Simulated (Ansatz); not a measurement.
**VIr (P4/mmm, No. 123, 2 atoms in the cell; start mp-1281)**

Method: PBEsol (plane waves, PAW; Ansatz, an electronic-structure program).

Numerical settings: plane-wave cutoff 500 eV, 20×20×16 k mesh (along the axes of the cell as run), Fermi–Dirac smearing 0.1 eV, no spin polarisation, scalar-relativistic PAW data made under PBE.

Cell (relaxed at this level):

```cif
data_IrV
_chemical_formula_sum 'V1 Ir1'
_space_group_name_H-M_alt 'P4/mmm'
_space_group_IT_number 123
_space_group_name_Hall '-P 4 2'
_cell_length_a 2.71812
_cell_length_b 2.71812
_cell_length_c 3.64266
_cell_angle_alpha 90.000
_cell_angle_beta 90.000
_cell_angle_gamma 90.000
loop_
_atom_site_label
_atom_site_type_symbol
_atom_site_symmetry_multiplicity
_atom_site_Wyckoff_symbol
_atom_site_fract_x
_atom_site_fract_y
_atom_site_fract_z
_atom_site_occupancy
V1 V 1 d 0.50000 0.50000 0.50000 1
Ir1 Ir 1 a 0.00000 0.00000 0.00000 1
```

```json
{
 "band_gap": "zero (no gap)"
}
```

Note: the relaxation could not lower the start's symmetry, so the cell can be a saddle point above a distorted one.

Spin–orbit coupling is not included.

The computed numbers hold no vibrational or temperature effects.

The result took very roughly 100 core-seconds.

A start named mp-… is a Materials Project structure, which need not be a measured phase.
